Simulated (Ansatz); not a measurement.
Levels about the gap of amorphous Si30N45Nb3 (78 atoms in a cell of 888 Å³, 3.27 g/cm³; zone centre alone, so wide bands show as single levels with stretches between that a denser mesh fills), at the geometry that PBE relaxed, where it gives 0.1 GPa on a denser mesh. Exact exchange is cut at the faces of this small cell, which leaves a finite-size error. The participation number counts the atoms over which a state spreads; weights are charges in smoothed Voronoi cells. The levels come from a single point, so bond lengths are those of that geometry. Method of the levels: HSE06, scalar-relativistic without spin-orbit coupling (Ansatz, a quantum-chemistry and plane-wave program). Sampling: the zone centre alone; Fermi-Dirac width 0.01 eV; collinear spin, started from moments on atoms (the moments died out). At PBE the levels at both edges of the gap are localised (band-tail or defect states), and the nearest spread-out levels lie 2.6 eV apart at the zone centre.

It comes from a melt-quench run on a machine-learned potential (CHGNet), relaxed afterwards by DFT. N atoms were pushed apart under 1.9 Å during the dynamics, to hinder bonds among them. The hot cell started wider than the set density and was brought back towards it in steps. It is the lowest in DFT energy of 2 quenches. It is a model cell: composition and starting density were chosen by hand, and all elements were melted together. No dispersion term was used. Its density started from a set value of 3.27 and ended at 3.27 g/cm³. Cooling (nominally 380 K/ps over its main leg) ran many orders faster than in experiment, which tends to leave more defects and strain. Values belong to this one cell and scatter from quench to quench. Volume and shape were free in the relaxation. On a 2×2×2 Γ-centred mesh force components of up to 0.19 eV/Å stay, since the relaxation ran on the zone centre alone.

```
E - E(highest filled), eV  filling  spin  participation number        largest on  weight N  weight Nb  weight Si
-------------------------  -------  ----  --------------------  ----------------  --------  ---------  ---------
-0.64                       filled    dn                  13.9   N, 2 neighbours      0.87       0.03       0.09
-0.55                       filled    up                  15.4   N, 3 neighbours      0.89       0.03       0.07
-0.55                       filled    dn                  15.4   N, 3 neighbours      0.89       0.03       0.07
-0.29                       filled    up                  10.1   N, 3 neighbours      0.87       0.06       0.07
-0.29                       filled    dn                  10.1   N, 3 neighbours      0.87       0.06       0.07
0.00                        filled    up                   7.5   N, 3 neighbours      0.88       0.04       0.08
0.00                        filled    dn                   7.5   N, 3 neighbours      0.88       0.04       0.08
2.89                         empty    dn                   4.0  Nb, 5 neighbours      0.33       0.56       0.11
2.89                         empty    up                   4.0  Nb, 5 neighbours      0.33       0.56       0.11
2.99                         empty    dn                   4.1  Nb, 5 neighbours      0.35       0.55       0.10
2.99                         empty    up                   4.1  Nb, 5 neighbours      0.35       0.55       0.10
3.09                         empty    dn                   7.2  Nb, 5 neighbours      0.32       0.55       0.13
3.09                         empty    up                   7.2  Nb, 5 neighbours      0.32       0.55       0.13
3.23                         empty    dn                   8.8  Nb, 5 neighbours      0.34       0.52       0.14
```

Most localised among these is the empty level at +2.89 eV, on a Nb atom, which has 5 neighbours (N 1.95 Å, N 2.01 Å, N 2.09 Å, N 2.09 Å, N 2.20 Å).
